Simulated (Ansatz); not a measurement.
**Input and output of a self-consistent single point for Ga2CuTe4 (Fd-3m, 14 atoms in the cell) (Ansatz, a quantum-chemistry and plane-wave program)**

Computed with PBE (plane waves, PAW; Ansatz).

Input:

Ansatz 0.2 input:
```yaml
# Ga2CuTe4
crystal:
  lattice:
    - [0.000000, 5.563875, 5.563875]
    - [5.563875, 0.000000, 5.563875]
    - [5.563875, 5.563875, 0.000000]
  atoms:
    - { symbol: Ga, position: [0.125000, 0.125000, 0.125000] }
    - { symbol: Ga, position: [0.625000, 0.125000, 0.125000] }
    - { symbol: Ga, position: [0.125000, 0.625000, 0.125000] }
    - { symbol: Ga, position: [0.125000, 0.125000, 0.625000] }
    - { symbol: Cu, position: [0.750000, 0.750000, 0.750000] }
    - { symbol: Cu, position: [0.500000, 0.500000, 0.500000] }
    - { symbol: Te, position: [0.362600, 0.362600, 0.362600] }
    - { symbol: Te, position: [0.912200, 0.362600, 0.362600] }
    - { symbol: Te, position: [0.362600, 0.912200, 0.362600] }
    - { symbol: Te, position: [0.362600, 0.362600, 0.912200] }
    - { symbol: Te, position: [0.887400, 0.887400, 0.887400] }
    - { symbol: Te, position: [0.337800, 0.887400, 0.887400] }
    - { symbol: Te, position: [0.887400, 0.337800, 0.887400] }
    - { symbol: Te, position: [0.887400, 0.887400, 0.337800] }
kpoints:
  mp_grid: { grid: [3, 3, 3] }
hamiltonian:
  xc: pbe
  pseudopotentials: { kind: paw }
scf:
  occupations: { method: cold, width: 0.1 }
output:
  forces: true
  eigenvalues: true
  stress: true
```

Output, abridged:

```
WARN basis.ecutwfc = 420 eV, the default
WARN ansatz: RAYON_NUM_THREADS=1 ignored (pool sized by the plan → 1); use --threads N
Pseudopotentials: kind: paw
Pseudopotential: Ga, paw, valence charge 13
Pseudopotential: Cu, paw, valence charge 19
Pseudopotential: Te, paw, valence charge 16
Crystal: 14 atoms, lattice volume = 344.478 Å³
Basis set: ecut = 420 eV, 6735 PW (Γ), exchange–correlation on 108×108×108 points (8 copies of the dense FFT grid, shifted against one another)
Bands: 131, of which v1, the nominal top of the filled ones, is band 109 counted from 1 (108 counted from 0)
Symmetry: 48 space group operations
Space group: Fd-3m (ITA 227), of the structure as read, at distance tolerance 7.0e-5 Å
k-points: 4 of 27
Initial density: superposition of atomic densities (neutral atoms: chi_scale 0, normalization atom), corrected by the library's trained network
Initial wavefunctions: pseudopotential atomic-orbital guess
Eigensolver: davidson
Functional: x = pbe(κ = 0.804, μ = 0.2195149727645171), c = pbe(β = 0.06672455060314922)
SCF iter   1: F=—  HF=-84220.863648 eV  |F-HF|=—  |Δ(HF+E_count)|=         —  Δρ=4.84e-3  dr2=7.67e-2  ethr=1.77e-3  ⟨swp⟩=6.0  Hψ=1924  notcnv=0  defer=26
all-band conjugate gradients solve this SCF's bands
preconditioner: auto → LDOS
SCF iter   2: F=—  HF=-84220.856951 eV  |F-HF|=—  |Δ(HF+E_count)|=   6.70e-3  S|Δr|=    0.00e0  Δρ=1.19e-3  dr2=6.79e-3  ethr=3.52e-5  ⟨swp⟩=2.0  Hψ=840  notcnv=0  defer=35
SCF iter   3: F=—  HF=-84220.861944 eV  |F-HF|=—  |Δ(HF+E_count)|=   4.99e-3  S|Δr|=    0.00e0  Δρ=4.04e-3  dr2=3.89e-2  ethr=3.12e-6  ⟨swp⟩=2.0  Hψ=899  notcnv=0  defer=35
SCF iter   4: F=—  HF=-84220.855923 eV  |F-HF|=—  |Δ(HF+E_count)|=   6.02e-3  S|Δr|=    0.00e0  Δρ=9.23e-4  dr2=3.09e-3  ethr=3.12e-6  ⟨swp⟩=2.0  Hψ=895  notcnv=0  defer=35
SCF iter   5: F=—  HF=-84220.855664 eV  |F-HF|=—  |Δ(HF+E_count)|=   2.59e-4  S|Δr|=    0.00e0  Δρ=4.72e-4  dr2=6.40e-4  ethr=1.42e-6  ⟨swp⟩=2.0  Hψ=861  notcnv=0  defer=35
SCF iter   6: F=—  HF=-84220.855520 eV  |F-HF|=—  |Δ(HF+E_count)|=   1.44e-4  S|Δr|=    0.00e0  Δρ=5.81e-5  dr2=1.15e-5  ethr=2.94e-7  ⟨swp⟩=2.0  Hψ=831  notcnv=0  defer=35
SCF iter   7: F=—  HF=-84220.855501 eV  |F-HF|=—  |Δ(HF+E_count)|=   1.93e-5  S|Δr|=    0.00e0  Δρ=2.60e-5  dr2=1.32e-6  ethr=5.27e-9  ⟨swp⟩=2.0  Hψ=703  notcnv=0  defer=35
SCF iter   8: F=—  HF=-84220.855501 eV  |F-HF|=—  |Δ(HF+E_count)|=   3.00e-7  S|Δr|=    0.00e0  Δρ=6.36e-6  dr2=7.59e-8  ethr=4.59e-11  ⟨swp⟩=10.5  Hψ=2901  notcnv=0
SCF iter   9: F=-84220.855501 eV  HF=-84220.855501 eV  |F-HF|=1.94e-9  |Δ(HF+E_count)|=   3.03e-8  S|Δr|=    0.00e0  Δρ=1.57e-6  dr2=6.40e-9  ethr=3.48e-11  ⟨swp⟩=4.0  Hψ=1469  notcnv=0
SCF 1 converged in 9 iterations: F = -84220.855501 eV  dr2 = 6.40e-9
SCF converged after 9 iterations
Stability not checked (fill_not_monotonic)
Free energy (F): -84220.855501 eV
Harris-Foulkes:  -84220.855501 eV  (|F-HF|=1.94e-9)
Internal energy: -84220.867627 eV  (E = F + TS)
E sigma→0 (E₀):  -84220.859543 eV
Entropy (-TS):   0.012125 eV (0.866 meV/atom)
Fermi energy:    10.175425 eV
--- Per-component energies (eV) ---
  E_band       = -2986.490352
  E_kinetic    = 2529.460463
  E_local      = -28668.293930  (includes V_loc(G=0)·N_el)
  E_nonlocal   = 17.198444
  E_hartree    = 15030.852361
  E_xc         = -1455.678335
  E_vxc        = -1304.780119  (∫ρ·V_xc dr)
  E_paw        = -48599.261430  (= ΣΔE_a)
  E_vpaw       = -5621.782756  (= ΣTr[D̂ρ^β])
  E_aug_tail   = -0.001302  (compensation charges beyond the density's cutoff)
  E_ewald      = -23075.143897
  E_smearing   = 0.012125  (= −TS)
  E_closure    = -0.000000  (closes the sum)
  Σ components = -84220.855501   (vs F -84220.855501, Δ=0.00e0)
--- Forces (eV/Å), atoms counted from 1 ---
  atom   1  Ga     0.00000000    -0.00000000    -0.00000000
  atom   2  Ga     0.00000000    -0.00000000     0.00000000
  atom   3  Ga     0.00000000    -0.00000000    -0.00000000
  atom   4  Ga     0.00000000    -0.00000000     0.00000000
  atom   5  Cu     0.00000000    -0.00000000    -0.00000000
  atom   6  Cu     0.00000000    -0.00000000    -0.00000000
  atom   7  Te     1.56471634     1.56471634     1.56471634
  atom   8  Te     1.56471634    -1.56471634    -1.56471634
  atom   9  Te    -1.56471634     1.56471634    -1.56471634
  atom  10  Te    -1.56471634    -1.56471634     1.56471634
  atom  11  Te    -1.56471634    -1.56471634    -1.56471634
  atom  12  Te    -1.56471634     1.56471634     1.56471634
  atom  13  Te     1.56471634    -1.56471634     1.56471634
  atom  14  Te     1.56471634     1.56471634    -1.56471634
  max |Σ_I F_I| component: 1.33e-15 eV/Å
--- Stress (GPa, compression-positive) ---
       10.366506       0.000000       0.000000
        0.000000      10.366506       0.000000
       -0.000000       0.000000      10.366506
  P = ⅓ Tr σ = 10.3665 GPa (103.665 kbar)
  The stress holds the Pulay correction. Without it, at fixed plane waves, as pw.x and ABINIT print it: P = 10.3222 GPa
--- Band table (eV) ---
  k-point 0: bands = ["-101.9087", "-101.9087", "-59.2952", "-59.2952", "-59.2952", "-59.2952", "-59.2952", "-59.2952", "-26.5214", "-26.5214", "-26.5214", "-26.5186", "-26.5186", "-26.5186", "-26.5183", "-26.5183", "-26.5183", "-26.5178", [...]
  k-point 1: bands = ["-101.9087", "-101.9087", "-59.2952", "-59.2952", "-59.2952", "-59.2952", "-59.2952", "-59.2952", "-26.5213", "-26.5213", "-26.5209", "-26.5190", "-26.5187", "-26.5187", "-26.5176", "-26.5176", "-26.5171", "-26.5169", [...]
  k-point 2: bands = ["-101.9087", "-101.9087", "-59.2952", "-59.2952", "-59.2952", "-59.2952", "-59.2952", "-59.2952", "-26.5213", "-26.5213", "-26.5207", "-26.5195", "-26.5183", "-26.5183", "-26.5174", "-26.5174", "-26.5171", "-26.5165", [...]
  k-point 3: bands = ["-101.9087", "-101.9087", "-59.2952", "-59.2952", "-59.2952", "-59.2952", "-59.2952", "-59.2952", "-26.5213", "-26.5212", "-26.5203", "-26.5197", "-26.5185", "-26.5184", "-26.5172", "-26.5169", "-26.5161", "-26.5160", [...]
```

The run converged in 9 iterations.

The starting cell was generated: these elements placed on a structure prototype, without a prior relaxation; it need not be a known phase or ordering of this composition. Spin-orbit coupling is off. Spin polarisation is off. With a pressure of about 10 GPa the cell is away from its equilibrium volume at this level. Forces in this geometry exceed 1 eV/Å. Ansatz's pressure includes its estimate of the finite-basis (Pulay) stress. The run gives no clean gap (levels at the Fermi energy touch, overlap or are partly filled at this smearing), which alone does not show that the compound is a metal.
